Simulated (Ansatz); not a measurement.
MgSe under a change: isotropic strain +0.50 %

The reference is MgSe in the rock salt structure (space group Fm-3m, No. 225; a = 5.3913 Å).

It is then changed as follows: the cell is scaled by 1.0050 in all directions; the atoms relax in the strained cell.

Computed with Ansatz (a quantum-chemistry and plane-wave program), LDA, PAW, cutoff 420 eV, without spin-orbit coupling. Γ-centred 11×11×11 mesh, Fermi–Dirac width 0.05 eV.

| quantity | base | changed | shift |
|---|---|---|---|
| volume per atom | 19.59 Å³ | 19.88 Å³ | +0.295 Å³ |
| shortest interatomic distance | 2.696 Å | 2.709 Å | +0.013 Å |
| energy relative to the base (free energy F) | 0 meV/atom | +0.9 meV/atom | +0.9 meV/atom |
| pressure | 0.00 GPa | -1.00 GPa | -1.00 GPa |
| band gap | 1.72 eV | 1.69 eV | -0.024 eV |
| gap character | indirect, Γ → X | indirect, Γ → X | – |
| smallest direct gap | 2.60 eV | 2.50 eV | -0.10 eV |
| width of the top valence band | 2.68 eV | 2.64 eV | -0.046 eV |
| electron mass | 0.49 mₑ along k, 0.23 mₑ across (at X) | 0.49 mₑ along k, 0.23 mₑ across (at X) | – |
| hole mass (degenerate bands, along [100]) | 0.16, 0.75, 0.75 mₑ (at Γ) | 0.16, 0.77, 0.77 mₑ (at Γ) | – |
| valley order (the lowest conduction-band minima on the path, energy above the VBM, named in the base's zone) | X along ⟨100⟩ 1.72 eV; Γ 2.60 eV | X along ⟨100⟩ 1.69 eV; Γ 2.50 eV | – |

Effective masses come from finite differences of ±0.01 Å⁻¹. Along k means along the line from Γ to the band edge. Stability against distortions was not tested.
